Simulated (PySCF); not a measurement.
PySCF 2.14.0, PBE0/def2-svp, df: Cs(Cl) ([Cl][Cs]), 2 atoms. The geometry is a generated start, not checked to be a minimum at this level.

```
Quantity                                            Result
-------------------------  -------------------------------
task                                                energy
method                                                pbe0
basis                                             def2-svp
two-electron scheme                        density fitting
mol.max_memory                                     3000 MB
mf.max_cycle                                           100
mf.init_guess                              minao (default)
mf.DIIS                                    CDIIS (default)
mf.diis_space                                  8 (default)
mf.conv_tol                                1e-09 (default)
mf.grids.level                                 3 (default)
effective core potentials  those of the basis set, past Kr
basis functions                                         42
grid points                                          42592
```

```xyz
2

Cs    -0.8604    -0.8012    -0.8271
Cl     0.8604     0.8012     0.8271
```

One run each on 2 threads, 1 BLAS thread. Values of level_shift (Hartree) tried: 0 (default), 0.1, 0.3, 1.

Problem. How does the count of Fock builds change with level_shift (Hartree), and where is it least?

Solution. Fewest Fock builds: 0 (default) with 10. The count rises to 41 at 1. All converge to one solution.

```
level_shift (Hartree)  Fock builds            end
---------------------  -----------  -------------
0 (default)                     10  same solution
0.1                             13  same solution
0.3                             18  same solution
1                               41  same solution
```
